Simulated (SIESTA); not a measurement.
A self-consistent single point of MnO2 (P4_2/mnm, 6 atoms in the cell) with SIESTA.

Level of theory: GGA PBE, numerical atomic orbitals DZP, PseudoDojo PBE standard norm-conserving potentials (rewritten from UPF to PSML) run with SIESTA.

The change in words: lattice scaled by 0.98. Reference geometry:
```xyz
6
Lattice="4.4444 0.0000 0.0000 0.0000 4.4444 0.0000 0.0000 0.0000 2.8958" Properties=species:S:1:pos:R:3 pbc="T T T"
Mn     0.0000     0.0000     0.0000
Mn     2.2222     2.2222     1.4479
O      1.3552     1.3552     0.0000
O      3.0892     3.0892     0.0000
O      0.8670     3.5774     1.4479
O      3.5774     0.8670     1.4479
```
Moments meant for the start (each program seeds them in its own way; μB, in the order of the atoms Mn Mn O O O O): 4.0 4.0 0.0 0.0 0.0 0.0.

Reference input (self-consistent single point, DFT, GGA PBE, numerical atomic orbitals DZP, PseudoDojo PBE standard norm-conserving potentials (rewritten from UPF to PSML)): XC.functional = GGA; XC.authors = PBE; potentials = PseudoDojo PBE standard; PAO.BasisSize = DZP; PAO.EnergyShift = 0.005 Ry; MeshCutoff = 350 Ry; kgrid.MonkhorstPack = 5 5 7; OccupationFunction = MP; OccupationMPOrder = 0; ElectronicTemperature = 0.272 eV; Spin = polarized; DM.InitSpin = [1 +4.00, 2 +4.00, 3 +0.00, 4 +0.00, 5 +0.00, 6 +0.00]. This run's input differs from it in these lines:

```diff
@@ -12,5 +12,5 @@
 %block LatticeVectors
-     8.398744142    0.000000000    0.000000000
-     0.000000000    8.398744142    0.000000000
-     0.000000000    0.000000000    5.472176315
+     8.230770166    0.000000000    0.000000000
+     0.000000000    8.230770166    0.000000000
+     0.000000000    0.000000000    5.362732827
 %endblock LatticeVectors
```

The program printed (abridged):

```
        iscf     Eharris(eV)        E_KS(eV)     FreeEng(eV)     dDmax    Ef(eV) dHmax(eV)
   scf:    1    -7596.016244    -7689.501600    -7689.509140  0.888859 -2.554229 23.928514
     spin moment: {S} , |S| = {        0.0        0.0    6.00000 }     6.00000
   scf:    2    -7726.360508    -7709.407589    -7709.419177  0.209666 -3.981677 16.072163
     spin moment: {S} , |S| = {        0.0        0.0    6.00000 }     6.00000
   scf:    3    -7680.303159    -7716.338463    -7716.496489  0.339182 -5.818411 11.173236
     spin moment: {S} , |S| = {        0.0        0.0    5.47519 }     5.47519
   [... lines left out ...]
     spin moment: {S} , |S| = {        0.0        0.0    5.86530 }     5.86530
   scf:   13    -7726.057782    -7726.057810    -7726.109740  0.000139 -5.542847  0.004604
     spin moment: {S} , |S| = {        0.0        0.0    5.86492 }     5.86492
   scf:   14    -7726.057532    -7726.057672    -7726.109746  0.000183 -5.543176  0.001087
     spin moment: {S} , |S| = {        0.0        0.0    5.86447 }     5.86447
   scf:   15    -7726.057637    -7726.057655    -7726.109746  0.000033 -5.543160  0.000563
     spin moment: {S} , |S| = {        0.0        0.0    5.86439 }     5.86439
SCF Convergence by DM+H criterion
max |DM_out - DM_in|         :     0.0000331590
max |H_out - H_in|      (eV) :     0.0005634606
SCF cycle converged after 15 iterations

Using DM_out to compute the final energy and forces

siesta: E_KS(eV) =            -7726.0577

siesta: E_KS - E_eggbox =     -7726.0577

siesta: Atomic forces (eV/Ang):
     1   -0.000000    0.000000   -0.000000
     2    0.000000    0.000000   -0.000000
     3   -0.151019   -0.151019    0.000000
     4    0.151019    0.151019    0.000000
     5    0.151019   -0.151019    0.000000
     6   -0.151019    0.151019    0.000000
   Tot   -0.000000    0.000000   -0.000000
   Max    0.151019
   Res    0.100679    sqrt( Sum f_i^2 / 3N )
   Max    0.151019    constrained

   [... lines left out ...]
siesta: FreeEng =     -7726.109746
siesta: Cell volume =         53.835718 Ang**3
siesta:         166.41480381        169.28169565  kBar
   [... lines left out ...]

mulliken: Qtot =       24.068

Mulliken Atomic Populations:
Atom #   charge [q] valence [e]      Sz [e]  Species
     1     1.108633   13.891367    2.729279  Mn
     2     1.108633   13.891367    2.729279  Mn
     3    -0.554317    6.554317    0.101458  O
     4    -0.554317    6.554317    0.101458  O
     5    -0.554317    6.554317    0.101458  O
     6    -0.554317    6.554317    0.101458  O
 Total    -0.000000                5.864391
```

The run converged in 15 iterations. Against the reference run the free energy rises by 30.7 meV/atom, the pressure goes from 1.58 to 16.64 GPa, the largest force goes from 0.057 to 0.214 eV/Å and the size of the net moment moves little (1.00 to 0.98 μB/atom).

The starting cell comes from a database of computed structures (which also holds hypothetical and non-ambient phases and stackings), without a prior relaxation at this level. Its lattice was rescaled by a random factor within 2.5 % of one. For this run, on top of that: lattice scaled by 0.98. The magnetic order is the one reached from the typed start; others were not searched systematically. Values carry the incompleteness of an atom-centred basis. With a pressure of about 17 GPa the cell is away from its equilibrium volume at this level.

Cost on one core of a shared machine: roughly 2 min.
